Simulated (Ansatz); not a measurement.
## Surface dipole against coverage: Na on fcc Pd (111)

One Na atom in each cell of a four-layer slab of fcc Pd (111), started at a threefold hollow (fcc) site; the adatom and the upper two layers relax, with a dipole correction. Δφ is the change of the top face's work function against the clean slab's 5.24 eV. By the Helmholtz relation an adatom's dipole is μ = |Δφ|/(0.377 eV × n) in debye, for n adatoms per nm². In Topping's model neighbouring dipoles depolarise each other, so that 1/μ = (1 + 9α·n^(3/2))/μ0 is a line in x = n^(3/2). All values below come from PBE (plane waves to 420 eV, PAW; Ansatz, a program for electronic structure). All cells sample the k points of the 1×1 cell's 12×12×1 mesh, with Fermi-Dirac smearing of 0.1 eV (energies taken to zero smearing), without spin polarisation or spin-orbit coupling.

```csv
cell,x (nm⁻³),1/μ (1/D),n (nm⁻²),Δφ (eV)
4×3,1.38,0.273,1.24,-1.71
3×3,2.12,0.289,1.65,-2.15
4×2,2.54,0.309,1.86,-2.27
3×2,3.88,0.335,2.47,-2.78
2×2,7.15,?,3.71,?
```

Fit 1/μ of the 4 rows that show it with a straight line. With u = x - 2.5, the rows have u = -1.1200, -0.3800, 0.0400, 1.3800. Means: u -0.020000, 1/μ 0.3015. About the means, the sum of products is 0.083200 and the sum of squares of u is 3.3032; the slope is their ratio. Least squares gives 1/μ = 0.3020 + 0.02519·u. Residuals (row less fit): -0.0008, -0.0034, 0.0060, -0.0018; standard error 0.0051 (degrees of freedom: 2). At x = 0 the line gives 1/μ0 = 0.239, so a lone adatom carries about 4.2 D, its positive end outward; slope over intercept is 9α, which puts α at roughly 12 Å³, a figure that hangs on Δφ's last digit.

Estimate the missing 1/μ (x = 7.15); what did the run itself give?

u = 4.6500, so 1/μ = 0.3020 + 0.02519 × 4.6500 = 0.4191 1/D. The calculation gives 0.420 1/D, 0.0009 1/D above the prediction (0.6 % of the range of 1/μ in the table). The row lies outside the fitted rows, so this is an extrapolation.

The model takes a square or triangular net of point dipoles; the 4×2, 3×2 and 4×3 nets are stretched, and dense layers bond among themselves. Only series are tabulated where Δφ keeps its sign and exceeds 0.12 eV, and the fitted rows scatter about the line by under a tenth of the table's range (standard error).

As a change of work function, the prediction is 0.377 × 3.71/0.419 = 3.34 eV in size, against 3.33 eV from the run.

Each row is one calculation, so residuals can be the form's limits or numerical noise.
